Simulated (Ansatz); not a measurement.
Results of LDA in Ansatz (plane waves, PAW) for BeTe (model structure, Fm-3m, No. 225, 2 atoms in the cell).

Run with plane-wave cutoff 520 eV, 18×18×18 k mesh, Fermi–Dirac smearing 0.05 eV, scalar-relativistic PAW data made under PBE.

Cell (relaxed at this level):

Space group Fm-3m (No. 225); a = b = c = 5.2636 Å, α = β = γ = 90.00°

| atom | site | symmetry | x | y | z |
|---|---|---|---|---|---|
| Be | 4a | m-3m | 0.0000 | 0.0000 | 0.0000 |
| Te | 4b | m-3m | 0.5000 | 0.5000 | 0.5000 |
(The calculation used a cell of 2 atoms; values per cell refer to that cell.)

Question: Give the computed bulk modulus B0.

Answer: 
* **bulk modulus B0**: 75.9 GPa

The run finds no gap.

Note: the bulk modulus is −V dP/dV from two relaxed cells at ±2 % in volume; the relaxation could raise the start's symmetry but not lower it, so the cell can be a saddle point.

Spin–orbit coupling is not included; it can open a gap where bands touch, and shift volumes and moduli.

Computed values are for the static lattice.

A model structure was made by putting elements into a prototype or built by hand; it is no filed structure, need not be a known phase, and can be a saddle point held by its symmetry.

Ansatz is a first-principles code.
